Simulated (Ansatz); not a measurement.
An Ansatz (an electronic-structure program) input (Kohn–Sham DFT with the LDA functional, run in Ansatz with PAW and 420 eV plane waves, without spin-orbit coupling):

Ansatz 0.2 input:
```yaml
crystal:
  lattice:
    - [0, 3.0130266515, 2.9979615182]
    - [3.0130266515, 0, 2.9979615182]
    - [3.0130266515, 3.0130266515, 0]
  atoms:
    - { symbol: In, position: [0, 0, 0] }
    - { symbol: As, position: [0.25, 0.25, 0.25] }
basis: { ecutwfc: 420, ecutrho_ratio: 4, xc_grid: 2, fft_grid_basis: typed }
kpoints: { mp_grid: { grid: [10, 10, 10] } }
hamiltonian:
  xc: lda
  dispersion: none
  pseudopotentials: { kind: paw }
scf: { occupations: { method: fermi_dirac, width: 0.05 }, convergence: { dr2_threshold: 0.0000000002 } }
relax: { f_tol: 0.005, max_steps: 50 }
output: { forces: true, stress: true }
checkpoint: { write: state.ck, write_every: 1000 }
```

Question: Which symmetry and how many k-points will the program report, and about how many plane waves at Γ?

Answer: Space group I-4m2 (ITA 119) with 8 operations, k-points 102 of 1000, and 1067 plane waves at Γ.

Question: And the final pressure?

Answer: 0.30 GPa (compression positive).

The cells carry an imposed strain or load. Stability against distortions was not tested. The final runs are not spin-polarised. The cell was made from InAs in the zinc blende structure (space group F-43m, No. 216) by this change: uniaxial strain ε_zz = −0.50 %.
